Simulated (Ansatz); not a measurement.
Ge: response to strain

The reference is Ge in the diamond structure (space group Fd-3m, No. 227).

```
CELL_PARAMETERS angstrom
      0.00000     2.81109     2.81109
      2.81109     0.00000     2.81109
      2.81109     2.81109     0.00000
ATOMIC_POSITIONS crystal
  Ge 0.00000 0.00000 0.00000
  Ge 0.25000 0.25000 0.25000
```

Strains are applied to the cell and any free atomic positions relax.

Calculations: DFT with LDA, PAW potentials and a 420 eV plane-wave cutoff in Ansatz (an electronic-structure program), no spin-orbit coupling.

**Question.** Only one of these has a band gap. Which?
(A) isotropic strain +3.00 %
(B) isotropic strain −1.00 %
(C) isotropic strain +0.50 %
(D) isotropic strain +1.50 %

**Answer.** B, isotropic strain −1.00 %. Computed: isotropic strain +0.50 %: zero; isotropic strain +1.50 %: zero; isotropic strain −1.00 %: 0.20 eV; isotropic strain +3.00 %: zero

Stability against distortions was not tested. The zero or small gap of Ge can change with the level of theory.
